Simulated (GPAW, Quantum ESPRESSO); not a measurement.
A Quantum ESPRESSO input for a self-consistent single point of ZrBeB (P1, 3 atoms in the cell) (DFT, PBEsol, plane waves, PseudoDojo standard norm-conserving (PBESOL) pseudopotentials):

```fortran
&control
    calculation = 'scf',
    prefix = 'pwscf',
    outdir = './tmp',
    pseudo_dir = './',
    tprnfor = .true.,
    tstress = .true.,
/
&system
    ibrav = 0,
    nat = 3,
    ntyp = 3,
    ecutwfc = 90,
    occupations = 'smearing',
    smearing = 'gauss',
    degauss = 0.0073499,
/
&electrons
    conv_thr = 1.0d-10,
    mixing_beta = 0.4,
/
ATOMIC_SPECIES
Zr    91.2240  Zr.upf
Be     9.0122  Be.upf
B     10.8100  B.upf
ATOMIC_POSITIONS angstrom
Zr   -0.0207782811    0.0162726644   -0.0284471147
Be    0.0262907122    1.9712034641    1.7597915874
B     1.7011225690    0.9685028715    1.7646755273
K_POINTS automatic
11 11 9  0 0 0
CELL_PARAMETERS angstrom
   3.4132700000     0.0000000000     0.0000000000
  -1.7066350000     2.9559790000     0.0000000000
   0.0000000000     0.0000000000     3.4960200000
```

Task: Translate this input to GPAW.

Result: One input that does it (others would too):

```python
from ase import Atoms
from ase.units import GPa
from gpaw import GPAW

atoms = Atoms(['Zr', 'Be', 'B'],
              cell=[[3.413270, 0.000000, 0.000000],
                    [-1.706635, 2.955979, 0.000000],
                    [0.000000, 0.000000, 3.496020]],
              positions=[[-0.020778, 0.016273, -0.028447],
                         [0.026291, 1.971203, 1.759792],
                         [1.701123, 0.968503, 1.764676]],
              pbc=True)

calc = GPAW(mode={'name': 'pw', 'ecut': 900},
            xc='PBEsol',
            kpts=(11, 11, 9),
            occupations={'name': 'methfessel-paxton', 'width': 0.1, 'order': 0},
            nbands=-9,
            symmetry={'symmorphic': False, 'tolerance': 0.0005},
            maxiter=100,
            txt='-')

atoms.calc = calc

energy = atoms.get_potential_energy()
print('Energy (eV):', round(energy, 6))
forces = atoms.get_forces()
print('Forces (eV/Ang):')
print(forces.round(5))
stress = atoms.get_stress()
print('Stress (GPa, Voigt):', (stress / GPa).round(4))
```

Basis, cutoffs, solver keys and any potentials are the target program's own. This input uses DFT PBEsol, plane waves, GPAW PAW datasets PBEsol (made by gpaw-setup).

The starting cell comes from a database of computed structures (which also holds hypothetical and non-ambient phases and stackings), without a prior relaxation at this level. For this run, on top of that: atoms moved at random.
